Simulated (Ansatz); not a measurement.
Ansatz (a program for electronic structure), DFT, PBE, plane waves, its default PAW files: Al(100) slab of 20 layers, 1x1 (Al20), unrelaxed, 20 atoms. Basis and mesh were picked for this test and aren't claimed converged.

Ansatz 0.2 input:
```yaml
crystal:
  lattice:
    - [2.863782, 0.0, 0.0]
    - [0.0, 2.863782, 0.0]
    - [0.0, 0.0, 58.475]
  atoms:
    - { symbol: Al, position: [0.5, 0.5, 0.171013] }
    - { symbol: Al, position: [0.0, 0.0, 0.205643] }
    - { symbol: Al, position: [0.5, 0.5, 0.240274] }
    - { symbol: Al, position: [0.0, 0.0, 0.274904] }
    - { symbol: Al, position: [0.5, 0.5, 0.309534] }
    - { symbol: Al, position: [0.0, 0.0, 0.344164] }
    - { symbol: Al, position: [0.5, 0.5, 0.378794] }
    - { symbol: Al, position: [0.0, 0.0, 0.413425] }
    - { symbol: Al, position: [0.5, 0.5, 0.448055] }
    - { symbol: Al, position: [0.0, 0.0, 0.482685] }
    - { symbol: Al, position: [0.5, 0.5, 0.517315] }
    - { symbol: Al, position: [0.0, 0.0, 0.551945] }
    - { symbol: Al, position: [0.5, 0.5, 0.586575] }
    - { symbol: Al, position: [0.0, 0.0, 0.621206] }
    - { symbol: Al, position: [0.5, 0.5, 0.655836] }
    - { symbol: Al, position: [0.0, 0.0, 0.690466] }
    - { symbol: Al, position: [0.5, 0.5, 0.725096] }
    - { symbol: Al, position: [0.0, 0.0, 0.759726] }
    - { symbol: Al, position: [0.5, 0.5, 0.794357] }
    - { symbol: Al, position: [0.0, 0.0, 0.828987] }
kpoints:
  mp_grid: { grid: [14, 14, 1] }
hamiltonian:
  xc: pbe
  pseudopotentials: { kind: paw }
scf:
  occupations: { method: fermi_dirac, width: 0.1 }
output:
  forces: true
```

```bash
OMP_NUM_THREADS=32 ANSATZ_TIMINGS=1 ansatz run --backend cpu --threads 32 --max-ram 1880MiB --events-out run.ndjson --runs-dir run.runs --progress --plain run.yaml
```

The program reports k-points after symmetry: 36, bands at the start: 50, electrons: 60, plane waves at Γ: 9383, cutoff (eV): 420, FFT grid: 20×20×400, symmetry operations: 16.

Hardware: Arm Neoverse V2, 96 cores on 1 socket, no SMT, 1 L3 cache group.

On 32 threads this takes 15 s. Times are wall-clock medians of two to five runs, from launch to exit, with nothing else on the machine. Unless noted, each process is bound to its own block of adjacent cores. Build: release build for Arm (Neoverse V2), one process with threads. Other compilers and libraries give other times. Scratch files lie in a memory file system.

**Question.** What should be changed to get the same answer (within 1.0 meV/atom in energy, 10 meV/Å in forces (largest component)) sooner? Keep to 32 cores.

**Answer.** Several could match; the one computed here: going from --max-ram 1880MiB to --max-ram 6270MiB, one of the fastest of the measured ones that keep the result.

```diff
-OMP_NUM_THREADS=32 ANSATZ_TIMINGS=1 ansatz run --backend cpu --threads 32 --max-ram 1880MiB --events-out run.ndjson --runs-dir run.runs --progress --plain run.yaml
+OMP_NUM_THREADS=32 ANSATZ_TIMINGS=1 ansatz run --backend cpu --threads 32 --max-ram 6270MiB --events-out run.ndjson --runs-dir run.runs --progress --plain run.yaml
```

Time: 15 s to 2.0 s (7.5× as fast). The largest move is in band solves (diag): 11 s to 1.2 s. The plan models 1.8 GiB in the first run and 5.5 GiB in the second, and the runs differ in these notices: eigensolver_not_converged, single_precision_ram_shed, subspace_factor_ram_capped, xc_sum_core_ram_shed, xc_sum_sets_ram_shed. What the program resolved moves too: eigensolver slots from 1 to 30, band solver from davidson to band_cg, real-arithmetic solve from false to true. SCF iterations go from 7 to 6; applications of H to a band go from 48591 to 30045. These two results differ by: energy under 0.001 meV/atom, forces (largest component) 0.026 meV/Å. Others tried: --max-ram 4640MiB (2.1 s); --max-ram 200GiB (2.2 s); --max-ram 11450MiB (2.2 s); --max-ram 8470MiB (2.2 s); --max-ram 3430MiB (2.3 s); --max-ram 2540MiB (3.0 s). 1 further setting of this study gave no repeated timing (cut by our limit, run once, or disturbed).
